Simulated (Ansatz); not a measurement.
## WB2: response to strain

The parent structure is WB₂ (space group P6_3/mmc, No. 194; a = 3.003 Å, c = 13.924 Å). Axes: x lies along a and z along c of the hexagonal cell.

Strains are applied to the cell and any free atomic positions relax; under biaxial strain the out-of-plane vector relaxes too.

All numbers come from Kohn–Sham DFT with the PBEsol functional, run in Ansatz (an electronic-structure program) with PAW and 420 eV plane waves, scalar-relativistic without spin-orbit coupling.

Notes on the quantities. pressure: mean of the normal stresses, compression positive.

| case | pressure | shortest interatomic distance |
|---|---|---|
| base | 0.0 GPa | 1.734 Å |
| biaxial strain −2.23 %, plane normal [001], relaxed out of plane | 10.3 GPa | 1.695 Å |
| isotropic strain −1.78 % | 20.3 GPa | 1.703 Å |
| uniaxial strain ε_zz = −1.31 % | 5.1 GPa | 1.734 Å |

Without a gap, meshes like the base's 14×14×3 leave anisotropic stresses uncertain by several tenths of a GPa, and small strain energies with them. Stability against distortions was not tested. All final runs are without spin polarisation.
